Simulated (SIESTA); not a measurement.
SIESTA run on CsGaH₄ (Pnma, 24 atoms in the cell): self-consistent single point.

Level of theory: LDA PW92, numerical atomic orbitals DZ, PseudoDojo LDA standard norm-conserving potentials (rewritten from UPF to PSML) in SIESTA 5.4.2.

```
CELL_PARAMETERS angstrom
     10.40235     0.00000     0.00000
      0.00000     6.22819     0.00000
      0.00000     0.00000     8.27556
ATOMIC_POSITIONS crystal
  Cs 0.68456 0.25000 0.83572
  Cs 0.31544 0.75000 0.16428
  Cs 0.81544 0.75000 0.33572
  Cs 0.18456 0.25000 0.66428
  Ga 0.06000 0.25000 0.19632
  Ga 0.94000 0.75000 0.80368
  Ga 0.44000 0.75000 0.69632
  Ga 0.56000 0.25000 0.30368
  H  0.91640 0.25000 0.12068
  H  0.08360 0.75000 0.87932
  H  0.58360 0.75000 0.62068
  H  0.41640 0.25000 0.37932
  H  0.17130 0.25000 0.05823
  H  0.82870 0.75000 0.94177
  H  0.32870 0.75000 0.55823
  H  0.67130 0.25000 0.44177
  H  0.92070 0.96189 0.68888
  H  0.07930 0.03811 0.31112
  H  0.57930 0.03811 0.18888
  H  0.42070 0.96189 0.81112
  H  0.42070 0.53811 0.81112
  H  0.57930 0.46189 0.18888
  H  0.07930 0.46189 0.31112
  H  0.92070 0.53811 0.68888
```

Reference input (self-consistent single point, DFT, LDA PW92, numerical atomic orbitals DZP, PseudoDojo LDA standard norm-conserving potentials (rewritten from UPF to PSML)): XC.functional = LDA; XC.authors = PW92; potentials = PseudoDojo LDA standard; PAO.BasisSize = DZP; PAO.EnergyShift = 0.005 Ry; MeshCutoff = 400 Ry; kgrid.MonkhorstPack = 3 5 4; OccupationFunction = MP; OccupationMPOrder = 0; ElectronicTemperature = 116.05 K; MaxSCFIterations = 150; SCF.Mixer.Method = Pulay. This run's input differs from it in these lines:

```diff
@@ -47,3 +47,3 @@
 XC.authors                   PW92
-PAO.BasisSize                DZP
+PAO.BasisSize                DZ
 PAO.EnergyShift              0.005 Ry
```

Log, with long lists cut:

```
        iscf     Eharris(eV)        E_KS(eV)     FreeEng(eV)     dDmax    Ef(eV) dHmax(eV)
   scf:    1   -11123.466280   -11107.443059   -11107.443059  1.646960 -6.534801  2.774661
   scf:    2   -11108.622174   -11108.040309   -11108.040309  0.017914 -6.696617  2.383502
   scf:    3   -11110.652978   -11109.643654   -11109.643654  0.109109 -5.278860  0.196744
   scf:    4   -11109.680289   -11109.663611   -11109.663611  0.007874 -5.262786  0.107374
   scf:    5   -11109.672278   -11109.669339   -11109.669339  0.011851 -5.284927  0.115667
   scf:    6   -11109.669961   -11109.669693   -11109.669693  0.003503 -5.288323  0.007693
   scf:    7   -11109.669684   -11109.669691   -11109.669691  0.000542 -5.289476  0.009972
   scf:    8   -11109.669705   -11109.669701   -11109.669701  0.000517 -5.287585  0.001274
   scf:    9   -11109.669701   -11109.669701   -11109.669701  0.000096 -5.287314  0.000105
   scf:   10   -11109.669701   -11109.669701   -11109.669701  0.000005 -5.287307  0.000034
SCF Convergence by DM+H criterion
max |DM_out - DM_in|         :     0.0000046316
max |H_out - H_in|      (eV) :     0.0000343518
SCF cycle converged after 10 iterations

Using DM_out to compute the final energy and forces

siesta: E_KS(eV) =           -11109.6697

siesta: E_KS - E_eggbox =    -11109.6697

siesta: Atomic forces (eV/Ang):
     1   -0.010977    0.000000   -0.006412
     2    0.010977   -0.000000    0.006412
     3    0.010977    0.000000   -0.006412
   [... 21 lines left out ...]
   Tot    0.000000   -0.000000   -0.000000
   Max    0.232642
   Res    0.112608    sqrt( Sum f_i^2 / 3N )
   Max    0.232642    constrained

Stress tensor Voigt[x,y,z,yz,xz,xy] (kbar):       24.21       24.13       23.78        0.00        0.00        0.00
(Free)E + p*V (eV/cell)   -11117.7148
Target enthalpy (eV/cell)   -11109.6697

   [... lines left out ...]
siesta: FreeEng =    -11109.669701
   [... lines left out ...]
siesta:     0.015111    0.000000    0.000000
siesta:     0.000000    0.015063    0.000000
siesta:     0.000000    0.000000    0.014842

siesta: Cell volume =        536.154842 Ang**3

siesta: Pressure (static):
siesta:                Solid            Molecule  Units
siesta:          -0.00016343         -0.00015475  Ry/Bohr**3
siesta:          -0.01500512         -0.01420887  eV/Ang**3
siesta:         -24.04085085        -22.76511841  kBar
```

The run converged in 10 iterations. Against the reference run the pressure hardly changes (-2.50 to -2.40 GPa), the largest force goes from 0.297 to 0.254 eV/Å and the gap on the mesh goes from 4.184 to 4.411 eV.

The starting cell comes from a database of computed structures (which also holds hypothetical and non-ambient phases and stackings), without a prior relaxation at this level. Its lattice was rescaled by a random factor within 2.5 % of one. Values carry the incompleteness of an atom-centred basis. The basis of the alkali or alkaline-earth atoms may lack their empty d shell, which can raise the gap.

Cost on one core of a shared machine: roughly 30 s.
